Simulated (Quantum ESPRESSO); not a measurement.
A self-consistent single point of YAl3Ag (P1, 5 atoms in the cell) with Quantum ESPRESSO.

Method: LDA (PZ), PSlibrary ultrasoft (LDA) pseudopotentials (plane waves; Quantum ESPRESSO 7.5).

The change in words: atoms moved at random. Reference geometry:
```
YAl3Ag
1.0
   -2.10990     2.11889     5.70845
    2.10990    -2.11889     5.70845
    2.10990     2.11889    -5.70845
Y Al Ag
1 3 1
Direct
  0.00014   0.00014   0.00000
  0.24985   0.74985   0.50000
  0.60966   0.60966   0.00000
  0.39014   0.39014   0.00000
  0.75020   0.25020   0.50000
```

Reference input (self-consistent single point, DFT, LDA (PZ), plane waves, PSlibrary ultrasoft (LDA) pseudopotentials): ecutwfc = 50 Ry; ecutrho = 350 Ry; occupations = smearing; smearing = fd; degauss = 0.0036749 Ry; K_POINTS = automatic 7 7 7 0 0 0; conv_thr = 1e-10 Ry; mixing_beta = 0.4. This run's input differs from it in these lines:

```diff
@@ -26,7 +26,7 @@
 ATOMIC_POSITIONS alat
-Y     0.00000000    0.00000000    0.00024803
-Al    0.32741031    0.00000000    0.44264771
-Al    0.00000000    0.00000000    1.08010647
-Al    0.00000000    0.00000000    0.69119302
-Ag    0.00000000    0.32880568    0.44326779
+Y    -0.00594413   -0.00183375   -0.00415719
+Al    0.31940317    0.00431393    0.44895479
+Al    0.01099706   -0.00333606    1.07273107
+Al    0.00746888   -0.00174990    0.69410030
+Ag   -0.00451401    0.33141080    0.44583403
 K_POINTS automatic
```

The program printed (abridged):

```
     Self-consistent Calculation

     iteration #  1     ecut=    50.00 Ry     beta= 0.40

     Threshold (ethr) on eigenvalues was too large:
     Diagonalizing with lowered threshold

     total energy              =    -183.18807216 Ry
     estimated scf accuracy    <       0.12047845 Ry

     iteration #  2     ecut=    50.00 Ry     beta= 0.40

     total energy              =    -183.20738717 Ry
     estimated scf accuracy    <       0.02802602 Ry

     iteration #  3     ecut=    50.00 Ry     beta= 0.40

     total energy              =    -183.21205715 Ry
     estimated scf accuracy    <       0.00518717 Ry

   [... 7 blocks of this kind left out ...]

     iteration # 11     ecut=    50.00 Ry     beta= 0.40
     c_bands:  1 eigenvalues not converged

     total energy              =    -183.21259453 Ry
     estimated scf accuracy    <          5.1E-09 Ry

     iteration # 12     ecut=    50.00 Ry     beta= 0.40
     End of self-consistent calculation

     Number of k-points >= 100: set verbosity='high' to print the bands.

     the Fermi energy is     8.6099 ev

!    total energy              =    -183.21259453 Ry
     estimated scf accuracy    <          9.4E-11 Ry
     smearing contrib. (-TS)   =      -0.00068768 Ry
     internal energy E=F+TS    =    -183.21190685 Ry

     convergence has been achieved in  12 iterations

     Forces acting on atoms (cartesian axes, Ry/au):

     atom    1 type  1   force =     0.01228324    0.00002601    0.00198176
     atom    2 type  2   force =     0.01618732   -0.00585918   -0.01316211
     atom    3 type  2   force =    -0.01498680    0.00584701    0.03245549
     atom    4 type  2   force =    -0.02103046    0.00262227   -0.01828185
     atom    5 type  3   force =     0.00754670   -0.00263612   -0.00299329

     Total force =     0.052847     Total SCF correction =     0.000009

          total   stress  (Ry/bohr**3)                   (kbar)     P=      -71.63
  -0.00048501   0.00000262  -0.00002066          -71.35        0.39       -3.04
   0.00000262  -0.00054990  -0.00000902            0.39      -80.89       -1.33
  -0.00002066  -0.00000902  -0.00042589           -3.04       -1.33      -62.65

   JOB DONE.
```

The run converged in 12 iterations. Against the reference run the free energy goes up by 17.7 meV/atom, the pressure goes from -7.44 to -7.16 GPa and the largest force goes from 0.158 to 0.931 eV/Å.

The starting cell comes from a database of computed structures (which also holds hypothetical and non-ambient phases and stackings), without a prior relaxation at this level. Its lattice was rescaled by a random factor within 2.5 % of one. For this run, on top of that: atoms moved at random. With a pressure of about -7 GPa the cell is away from its equilibrium volume at this level.

Cost on one core of a shared machine: roughly 7 min.
